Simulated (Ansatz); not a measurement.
Defect: interstitial O in corundum, charge state -2. Computed with PBE, PAW (plane waves to 420 eV; Ansatz, a quantum-chemistry and plane-wave program).

Cell of 270 host sites held at the relaxed PBE lattice; the Γ point alone; Fermi-Dirac width 0.01 eV, spin-restricted; finite-size errors left in. Static, classical nuclei. The charge state is imposed; whether it is stable for some Fermi level was not computed. Sites that were not tried may lie lower.

Barriers: single points on a 2×2×2 k-point mesh shifted by half a step along c at the bands' geometries.

The step: a concerted move, in which O travels most; the atom moves 1.10 Å along (0.21, 0.23, 0.02) of the unit cell; the moving atom starts with neighbours 2 Al at 1.88, Al at 1.92, Al at 1.96; O at 2.18, O at 2.21, O at 2.30 Å and ends with 2 Al at 1.88, Al at 1.92, Al at 1.96; O at 2.18, O at 2.21, O at 2.30 Å.

Question: Predict the migration barrier of this step from PBE, PAW.

Answer: 0.50 eV, the same both ways. At the saddle the moving atom has neighbours Al at 1.79, Al at 1.82, Al at 1.92; O at 2.11, O at 2.20, O at 2.31 Å. The saddle point's order was not checked.
